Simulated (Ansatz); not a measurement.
NiSi (Pmmn, No. 59, 4 atoms in the cell; start mp-999192; a measured phase of this formula has another space group)

Method: LDA (Ansatz, a quantum-chemistry and plane-wave program, plane waves, PAW).

Settings: plane-wave cutoff 520 eV, 18×16×12 k mesh (along the axes of the cell as run), Fermi–Dirac smearing 0.05 eV, no spin polarisation, scalar-relativistic PAW data made under PBE.

Cell (relaxed at this level):

```
CELL_PARAMETERS angstrom
      2.92644     0.00000     0.00000
      0.00000     3.25490     0.00000
      0.00000     0.00000     4.63034
ATOMIC_POSITIONS crystal
  Si 0.00000 0.00000 0.15904
  Si 0.50000 0.50000 0.84096
  Ni 0.00000 0.00000 0.65715
  Ni 0.50000 0.50000 0.34285
```

```
Quantity          Result
---------------  -------
bulk modulus B0  190 GPa
```

Note: the run has no spin polarisation, so it can have missed a magnetic state; the bulk modulus is −V dP/dV from two relaxed cells at ±2 % in volume; the relaxation could not lower the start's symmetry, so the cell can be a saddle point above a distorted one.

The result took around 2.7 core-minutes (rough).

A start named mp-… is a Materials Project structure, which need not be a measured phase.
